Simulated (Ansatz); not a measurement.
## A computed series for TiC: response to strain

Start from TiC in the rock salt structure (space group Fm-3m, No. 225; relaxed with 0.1 eV smearing).

```yaml
crystal:
  lattice:
    - [0.00000, 2.16390, 2.16390]
    - [2.16390, 0.00000, 2.16390]
    - [2.16390, 2.16390, 0.00000]
  atoms:
    - { symbol: C, position: [0.00000, 0.00000, 0.00000] }
    - { symbol: Ti, position: [0.50000, 0.50000, 0.50000] }
```

Cartesian axes are those of the cell as printed.

Strains are applied to the cell and any free atomic positions relax; under biaxial strain the out-of-plane vector relaxes too.

Level of theory: r2SCAN/PAW in Ansatz (a first-principles code), no SOC.

Notes on the quantities. pressure: mean of the normal stresses, compression positive; energy relative to the base: free energy F.

| case | space group | pressure | energy relative to the base | shortest interatomic distance |
|---|---|---|---|---|
| base | Fm-3m (No. 225) | 0.0 GPa | 0 meV/atom | 2.164 Å |
| biaxial strain +4.98 %, plane normal [001], relaxed out of plane | I4/mmm (No. 139) | -15.0 GPa | +79 meV/atom | 2.118 Å |
| biaxial strain +1.16 %, plane normal [111], relaxed out of plane | R-3m (No. 166) | -4.3 GPa | +4.8 meV/atom | 2.176 Å |
| isotropic strain −1.19 % | Fm-3m (No. 225) | 10.1 GPa | ? | 2.138 Å |
| isotropic strain +3.02 % | Fm-3m (No. 225) | -19.6 GPa | +62 meV/atom | 2.229 Å |
| uniaxial strain ε_xx = −0.67 % | I4/mmm (No. 139) | 1.8 GPa | ? | 2.149 Å |
| uniaxial strain ε_xx = +3.52 % | I4/mmm (No. 139) | ? | +18 meV/atom | 2.164 Å |
| uniaxial strain ε_yy = −5.97 % | I4/mmm (No. 139) | 20.4 GPa | +75 meV/atom | 2.035 Å |
| uniaxial strain ε_yy = −0.51 % | I4/mmm (No. 139) | 1.4 GPa | +0.4 meV/atom | 2.153 Å |
| tensor shear ε_xy = −0.49 % | Immm (No. 71) | 0.0 GPa | ? | 2.164 Å |

Question: What belongs in the blanks?

Answer: 
- isotropic strain −1.19 %, energy relative to the base: +11 meV/atom
- uniaxial strain ε_xx = −0.67 %, energy relative to the base: +0.8 meV/atom
- uniaxial strain ε_xx = +3.52 %, pressure: -7.9 GPa
- tensor shear ε_xy = −0.49 %, energy relative to the base: +0.6 meV/atom

No phonon test of stability was made. All final runs are without spin polarisation.
